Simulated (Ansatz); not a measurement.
These are PBE (plane waves to 420 eV, PAW; Ansatz, a first-principles code) values and carry that method's errors.

Planar average of the electrostatic potential across the slab, in eV from the highest filled level, for the (001) surface of zinc-blende CdTe, half plane of Cd, rows along [110] (bottom of the slab: anion dimers):

```json
[
 {"z (Å)": "3.44", "V (eV)": "5.43"},
 {"z (Å)": "3.73", "V (eV)": "5.43"},
 {"z (Å)": "4.02", "V (eV)": "5.43"},
 {"z (Å)": "4.31", "V (eV)": "5.43"},
 {"z (Å)": "4.59", "V (eV)": "5.43"},
 {"z (Å)": "4.88", "V (eV)": "5.42"},
 {"z (Å)": "5.17", "V (eV)": "5.41"},
 {"z (Å)": "5.45", "V (eV)": "5.39"},
 {"z (Å)": "5.74", "V (eV)": "5.34"},
 {"z (Å)": "6.03", "V (eV)": "5.24"},
 {"z (Å)": "6.31", "V (eV)": "5.01"},
 {"z (Å)": "6.60", "V (eV)": "4.50"},
 {"z (Å)": "6.89", "V (eV)": "3.36"},
 {"z (Å)": "7.18", "V (eV)": "1.52"},
 {"z (Å)": "7.46", "V (eV)": "1.21"},
 {"z (Å)": "7.75", "V (eV)": "2.27"},
 {"z (Å)": "8.04", "V (eV)": "2.19"},
 {"z (Å)": "8.32", "V (eV)": "0.50"},
 {"z (Å)": "8.61", "V (eV)": "-0.66"},
 {"z (Å)": "8.90", "V (eV)": "-0.59"},
 {"z (Å)": "9.19", "V (eV)": "-0.65"},
 {"z (Å)": "9.47", "V (eV)": "-0.90"},
 {"z (Å)": "9.76", "V (eV)": "-0.66"},
 {"z (Å)": "10.05", "V (eV)": "-0.12"},
 {"z (Å)": "10.33", "V (eV)": "-0.03"},
 {"z (Å)": "10.62", "V (eV)": "0.09"},
 {"z (Å)": "10.91", "V (eV)": "1.36"},
 {"z (Å)": "11.19", "V (eV)": "2.66"},
 {"z (Å)": "11.48", "V (eV)": "1.92"},
 {"z (Å)": "11.77", "V (eV)": "0.28"},
 {"z (Å)": "12.06", "V (eV)": "-0.35"},
 {"z (Å)": "12.34", "V (eV)": "-0.25"},
 {"z (Å)": "12.63", "V (eV)": "-0.65"},
 {"z (Å)": "12.92", "V (eV)": "-0.89"},
 {"z (Å)": "13.20", "V (eV)": "-0.61"},
 {"z (Å)": "13.49", "V (eV)": "-0.27"},
 {"z (Å)": "13.78", "V (eV)": "-0.39"},
 {"z (Å)": "14.06", "V (eV)": "0.38"},
 {"z (Å)": "14.35", "V (eV)": "2.03"},
 {"z (Å)": "14.64", "V (eV)": "2.49"},
 {"z (Å)": "14.93", "V (eV)": "1.01"},
 {"z (Å)": "15.21", "V (eV)": "-0.26"},
 {"z (Å)": "15.50", "V (eV)": "-0.33"},
 {"z (Å)": "15.79", "V (eV)": "-0.43"},
 {"z (Å)": "16.07", "V (eV)": "-0.83"},
 {"z (Å)": "16.36", "V (eV)": "-0.82"},
 {"z (Å)": "16.65", "V (eV)": "-0.44"},
 {"z (Å)": "16.94", "V (eV)": "-0.33"},
 {"z (Å)": "17.22", "V (eV)": "-0.06"},
 {"z (Å)": "17.51", "V (eV)": "1.19"},
 {"z (Å)": "17.80", "V (eV)": "2.44"},
 {"z (Å)": "18.08", "V (eV)": "1.93"},
 {"z (Å)": "18.37", "V (eV)": "0.47"},
 {"z (Å)": "18.66", "V (eV)": "-0.19"},
 {"z (Å)": "18.94", "V (eV)": "-0.25"},
 {"z (Å)": "19.23", "V (eV)": "-0.64"},
 {"z (Å)": "19.52", "V (eV)": "-1.00"},
 {"z (Å)": "19.81", "V (eV)": "-0.87"},
 {"z (Å)": "20.09", "V (eV)": "-0.64"},
 {"z (Å)": "20.38", "V (eV)": "-1.25"},
 {"z (Å)": "20.67", "V (eV)": "-1.77"},
 {"z (Å)": "20.95", "V (eV)": "-0.88"},
 {"z (Å)": "21.24", "V (eV)": "0.04"},
 {"z (Å)": "21.53", "V (eV)": "-0.50"},
 {"z (Å)": "21.81", "V (eV)": "-0.79"},
 {"z (Å)": "22.10", "V (eV)": "0.99"},
 {"z (Å)": "22.39", "V (eV)": "3.27"},
 {"z (Å)": "22.68", "V (eV)": "4.28"},
 {"z (Å)": "22.96", "V (eV)": "4.75"},
 {"z (Å)": "23.25", "V (eV)": "4.97"},
 {"z (Å)": "23.54", "V (eV)": "5.06"},
 {"z (Å)": "23.82", "V (eV)": "5.11"},
 {"z (Å)": "24.11", "V (eV)": "5.13"},
 {"z (Å)": "24.40", "V (eV)": "5.14"},
 {"z (Å)": "24.69", "V (eV)": "5.14"},
 {"z (Å)": "24.97", "V (eV)": "5.15"},
 {"z (Å)": "25.26", "V (eV)": "5.15"},
 {"z (Å)": "25.55", "V (eV)": "5.15"}
]
```

Model: 38-atom slab, 14.7 Å thick at the start with caps and adatoms, 3x3x1 mesh, Fermi-Dirac 0.025 eV, dipole correction, 8 atoms held, the rest relaxed; symmetry of the start imposed; no spin, no spin-orbit, no U. In PBE it is, or lies within 0.01 eV a 1x1 cell of, the lowest of the 3 structures of its composition computed so far; larger cells were not tried.

The vacuum level lies 5.15 eV above the highest filled level over the top face and 5.43 eV above it under the bottom face.
